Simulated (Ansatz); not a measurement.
AlAs (F-43m), PBEsol, rigid bands run with Ansatz (a first-principles code): N_c = 1.65e19 cm⁻³ at 300 K and an electron conductivity mass of 0.327 mₑ.

Q: For 1e16 electrons per cm³ at 300 K, place the Fermi level, estimate the Seebeck coefficient of a parabolic band with constant τ, and give mobility and conductivity for τ = 20 fs.

A: The level lies k_BT ln(N_c/n) = 0.192 eV below the conduction-band minimum. S ≈ −(k_B/e)[ln(N_c/n) + 5/2] = -854 μV/K, against -853 μV/K from the full bands (mean over directions). μ = eτ/m = 108 cm²/(V·s) and σ = neμ = 0.172 S/cm. τ is assumed, not computed.

Band transport and this doping are assumed; polarons and phonon drag are left out. Spin-orbit coupling is left out.
